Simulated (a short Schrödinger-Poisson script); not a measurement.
Structure: gated In0.52Al0.48As/In0.53Ga0.47As modulation-doped gas in a quantum well, at 300 K.

| layer | material | thickness (nm) | Nd (cm⁻³) | Na (cm⁻³) |
|---|---|---|---|---|
| 1 | In0.52Al0.48As | 10 | - | - |
| 2 | In0.52Al0.48As | 30 | 1e18 | - |
| 3 | In0.52Al0.48As | 10 | - | - |
| 4 | In0.53Ga0.47As | 15 | - | - |
| 5 | In0.52Al0.48As | 4000 | - | 2e15 |

Constants are typed, rounded textbook-type inputs, not results; the design itself was drawn at random and stands for no fabricated device. In0.52Al0.48As: permittivity 12.5, conduction-band edge (eV) 0.52, gap (eV) 1.45, electron mass (mₑ) 0.075, Nv at 300 K (cm⁻³) 1.1e19. In0.53Ga0.47As: permittivity 13.9, conduction-band edge (eV) 0, gap (eV) 0.74, Nv at 300 K (cm⁻³) 7.7e18.

Channel valleys (confinement mass, in-plane density-of-states mass, number): Γ 0.041, 0.041, 1. At the gate the conduction-band edge of layer 1 lies 0.65 eV − eVg above the Fermi level of the channel; the field vanishes at the back. Donor level 0.006 eV below the band edge. The barrier under the gate holds no holes. Gaps are held at their typed values at every temperature. Mesh 0.08 nm at interfaces.

Solved with a short Schrödinger-Poisson script written for these runs: 1D Poisson equation in equilibrium, electrons quantum, Hartree (BenDaniel-Duke, 40 states a valley, the channel's in-plane mass for all, wave functions free to enter the barrier), parabolic valleys, classical holes, donors ionised by Fermi statistics, acceptors fully, no traps, pinning or gate leakage.

### Question
List the lowest subbands of each valley and their electrons at Vg = 0.4 V.

### Answer
```csv
valley,subband,energy from the Fermi level (meV),electrons (cm⁻²),share (%)
Γ,0,-57.2,1.03e12,81.2
Γ,1,25.7,1.40e11,11.0
Γ,2,47.7,6.49e10,5.1
```

All electrons: 1.26e12 cm⁻².
